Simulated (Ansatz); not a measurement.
We consider BeSi (model structure, Pm-3m, No. 221, 2 atoms in the cell), described by PBEsol (Ansatz, a quantum-chemistry and plane-wave program, PAW).

Run with plane-wave cutoff 520 eV, 20×20×20 k mesh, Fermi–Dirac smearing 0.05 eV, scalar-relativistic PAW data made under PBE.

Cell (relaxed at this level):

BeSi is taken in the cubic space group Pm-3m (No. 221), the CsCl type structure, Pearson symbol cP2. Cell: a = b = c = 2.8168 Å, α = β = γ = 90.00°. Be on 1a sees 8 Si at 2.439 Å (cubic). Si on 1b has 8 Be at 2.439 Å and 6 Si at 2.817 Å. (Neighbours: up to the widest gap in distance over summed covalent radii, below 1.35, at either atom; cation-cation and far metal-metal contacts left out.)

Question: What does this level give for the bulk modulus?

Answer: 
bulk modulus: 96.0 GPa

The run finds no gap.

Note: the bulk modulus is −V dP/dV from two relaxed cells at ±2 % in volume; the relaxation could raise the start's symmetry but not lower it, so the cell can be a saddle point.

Computed values are for the static lattice.

Cost on a shared machine: very roughly 17 core-seconds.

A model structure was made by putting elements into a prototype or built by hand; it is no filed structure, need not be a known phase, and can be a saddle point held by its symmetry.
